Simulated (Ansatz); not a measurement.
Checking a run of Ansatz (an electronic-structure program) on YB (Pnma, 8 atoms in the cell). The aim is a self-consistent single point with DFT, PBE, plane waves, default PAW files.

Cell that was meant: a = 7.3301 Å, b = 3.9300 Å, c = 5.4064 Å, α = 90.00°, β = 90.00°, γ = 90.00°.

Part of the input:

Ansatz 0.2 input:
```yaml
  pseudopotentials: { kind: paw }
scf:
  occupations: { method: cold, width: 0.272 }
  max_iter: 40
  convergence: { dr2_threshold: 1.0e-22 eV }
output:
  forces: true
  eigenvalues: true
```

Log, with long lists cut:

```
WARN basis.ecutwfc = 420 eV, the default
WARN ansatz: RAYON_NUM_THREADS=1 ignored (pool sized by the plan → 1); use --threads N
   [... lines left out ...]
Symmetry: 8 space group operations
Space group: Pnma (ITA 62), of the structure as read, at distance tolerance 5.4e-5 Å
k-points: 36 of 140
Initial density: superposition of atomic densities (neutral atoms: chi_scale 0, normalization atom), corrected by the library's trained network
Initial wavefunctions: pseudopotential atomic-orbital guess
Eigensolver: davidson
Functional: x = pbe(κ = 0.804, μ = 0.2195149727645171), c = pbe(β = 0.06672455060314922)
SCF iter   1: F=—  HF=-16018.201987 eV  |F-HF|=—  |Δ(HF+E_count)|=         —  Δρ=5.59e-3  dr2=1.05e-1  ethr=1.77e-3  ⟨swp⟩=4.2  Hψ=4910  notcnv=0
all-band conjugate gradients solve this SCF's bands
preconditioner: auto → Kerker (q_TF=auto, 2.301 Å⁻¹)
SCF iter   2: F=—  HF=-16018.184224 eV  |F-HF|=—  |Δ(HF+E_count)|=   1.78e-2  S|Δr|=    0.00e0  Δρ=2.91e-3  dr2=2.41e-2  ethr=1.87e-4  ⟨swp⟩=1.7  Hψ=1801  notcnv=0
   [... lines left out ...]
SCF iter  16: F=—  HF=-16018.180771 eV  |F-HF|=—  |Δ(HF+E_count)|=  3.64e-12  S|Δr|=    0.00e0  Δρ=8.90e-13  dr2=1.53e-21  ethr=9.19e-19 (applied; sched 1.00e-12)  ⟨swp⟩=1.0  Hψ=1260  notcnv=0  defer=36
SCF iter  17: F=—  HF=-16018.180771 eV  |F-HF|=—  |Δ(HF+E_count)|=  1.09e-11  S|Δr|=    0.00e0  Δρ=2.30e-13  dr2=1.43e-22  ethr=9.19e-19 (applied; sched 1.00e-12)  ⟨swp⟩=1.0  Hψ=1260  notcnv=0  defer=36
SCF iter  18: F=-16018.180771 eV  HF=-16018.180771 eV  |F-HF|=3.64e-12  |Δ(HF+E_count)|=  3.64e-12  S|Δr|=    0.00e0  Δρ=8.90e-14  dr2=3.04e-23  ethr=1.00e-12  ⟨swp⟩=4.1  Hψ=1889  notcnv=0
SCF 1 converged in 18 iterations: F = -16018.180771 eV  dr2 = 3.04e-23
Stability not checked (fill_not_monotonic)
Free energy (F): -16018.180771 eV
Internal energy: -16018.234235 eV  (E = F + TS)
E sigma→0 (E₀):  -16018.198592 eV
Entropy (-TS):   0.053465 eV (6.683 meV/atom)
Fermi energy:    9.245266 eV
--- Forces (eV/Å), atoms counted from 1 ---
  atom   1  Y      0.17516692    -0.00000000     0.28309564
  atom   2  Y     -0.17516692    -0.00000000     0.28309564
  atom   3  Y     -0.17516692     0.00000000    -0.28309564
   [... lines left out ...]
  atom   8  B     -0.18863939    -0.00000000     0.65062323
--- Stress (GPa, compression-positive) ---
       -7.580773       0.000000       0.000000
        0.000000     -19.140161      -0.000000
        0.000000      -0.000000      -9.806987
  P = ⅓ Tr σ = -12.1760 GPa (-121.760 kbar)
  The stress holds the Pulay correction. Without it, at fixed plane waves, as pw.x and ABINIT print it: P = -12.2320 GPa
```

### Question
Is this run sound? If not, what is wrong?

### Answer
The results can be used. The input holds a threshold far tighter than needed, beside a limit on iterations, which can do harm: each further decade of the residual costs iterations, and near the noise of double precision and of the grids the loop may never get there. Here it did none. The run converged in 18 iterations, and against the sound input the free energy hardly moves (within 1 meV/atom), the pressure stays at -12.18 GPa and the largest force stays at 0.677 eV/Å. It cost iterations: the sound input took 6.

The sound input it was made from differs as follows (other fixes are possible):
```diff
-  max_iter: 40
-  convergence: { dr2_threshold: 1.0e-22 eV }
```

With that input, the run converged in 6 iterations: free energy E − TS (on the zero of these files) -16018.1808 eV; Fermi level (on the code's own zero) 9.25 eV; pressure -12.18 GPa; largest force (vector length) 0.677 eV/Å (DFT, PBE, plane waves, default PAW files).

On the sound input: the starting cell was generated: these elements placed on a structure prototype, without a prior relaxation; it need not be a known phase or ordering of this composition. With a pressure of about -12 GPa the cell is away from its equilibrium volume at this level. Ansatz's pressure includes its estimate of the finite-basis (Pulay) stress.
